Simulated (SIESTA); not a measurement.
Band structure of C3N4 (R3m, 7 atoms in the cell).

```
CELL_PARAMETERS angstrom
      2.42164     1.39813     3.61279
     -2.42164     1.39813     3.61279
      0.00000    -2.79627     3.61279
ATOMIC_POSITIONS crystal
  C  0.49006 0.49006 0.01933
  C  0.01933 0.49006 0.49006
  C  0.49006 0.01933 0.49006
  N  0.65970 0.17012 0.17012
  N  0.17012 0.65970 0.17012
  N  0.17012 0.17012 0.65970
  N  0.66560 0.66560 0.66560
```

Method of the run: SIESTA with LDA PW92, numerical atomic orbitals TZP, PseudoDojo LDA standard norm-conserving potentials (rewritten from UPF to PSML).

Settings: XC.functional = LDA; XC.authors = PW92; potentials = PseudoDojo LDA standard; PAO.BasisSize = TZP; PAO.EnergyShift = 0.01 Ry; MeshCutoff = 400 Ry; kgrid.MonkhorstPack = 6 6 6; OccupationFunction = FD; ElectronicTemperature = 0.01 eV; MaxSCFIterations = 150; SCF.Mixer.Method = Pulay; SCF.Mixer.Weight = 0.2; SCF.Mixer.History = 6; SCF.DM.Tolerance = 1.0E-04.

The starting cell comes from a database of computed structures (which also holds hypothetical and non-ambient phases and stackings), without a prior relaxation at this level. Its lattice was rescaled by a random factor within 2.5 % of one. Values carry the incompleteness of an atom-centred basis.

Question: Predict the gap along the standard path and the places of the band edges.

Answer: The gap along the path is 1.30 eV, direct at Γ to within 0.01 eV.

Levels in eV from the top of the valence band on the path, bands 13 to 17:
```tsv
point	13	14	15	16	17
Γ	-3.79	-2.73	0.00	0.00	1.30
L	-4.16	-2.95	-2.25	-0.41	2.32
B1	-3.94	-2.20	-1.82	-0.71	1.92
B	-3.94	-2.20	-1.82	-0.71	1.92
Z	-3.45	-2.45	-0.03	-0.03	1.63
X	-3.74	-3.00	-1.71	-0.90	1.88
Q	-3.74	-3.00	-1.71	-0.90	1.88
F	-3.52	-2.95	-2.03	-0.42	2.07
P1	-3.63	-2.08	-1.97	-0.34	2.07
P	-3.63	-2.08	-1.97	-0.34	2.07
```

Higher empty bands are left out: an atom-centred basis made for the valence describes them poorly.
